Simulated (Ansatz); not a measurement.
We consider La₃SbO₃ (C2/m, No. 12, 14 atoms in the cell; start COD 4102587), described by r²SCAN+SOC (PAW; Ansatz, a quantum-chemistry and plane-wave program).

Settings: plane-wave cutoff 560 eV, 10×10×4 k mesh (along the axes of the cell as run), Fermi–Dirac smearing 0.01 eV, PAW data made under PBE.

Cell (measured lattice):

```cif
data_La12O12Sb4
_chemical_formula_sum 'La12 Sb4 O12'
_space_group_name_H-M_alt 'C2/m'
_space_group_IT_number 12
_space_group_name_Hall '-C 2y'
_cell_length_a 13.85600
_cell_length_b 4.10500
_cell_length_c 12.34300
_cell_angle_alpha 90.000
_cell_angle_beta 118.550
_cell_angle_gamma 90.000
loop_
_atom_site_label
_atom_site_type_symbol
_atom_site_symmetry_multiplicity
_atom_site_Wyckoff_symbol
_atom_site_fract_x
_atom_site_fract_y
_atom_site_fract_z
_atom_site_occupancy
La1 La 4 i 0.15410 0.00000 0.20610 1
La2 La 4 i 0.37260 0.00000 0.10150 1
La3 La 4 i 0.38110 0.00000 0.55510 1
Sb1 Sb 4 i 0.12200 0.00000 0.68220 1
O1 O 4 i 0.16140 0.00000 0.01230 1
O2 O 4 i 0.06330 0.50000 0.20170 1
O3 O 4 i 0.18910 0.00000 0.41100 1
```
(The calculation used a cell of 14 atoms; values per cell refer to that cell.)

What does this level give for the band gap, smallest direct gap on the k points sampled and Γ–Γ gap?


- band gap = 0.96 eV (indirect)
- smallest direct gap on the k points sampled = 1.09 eV
- Γ–Γ gap = 1.32 eV

Note: the file's cell can be that of a phase stable at another temperature; cell and atoms aren't relaxed at this level (largest force component 0.11 eV/Å, pressure 0.8 GPa).

Computed values are for the static lattice.

Computing time: around 4 core-hours (rough).
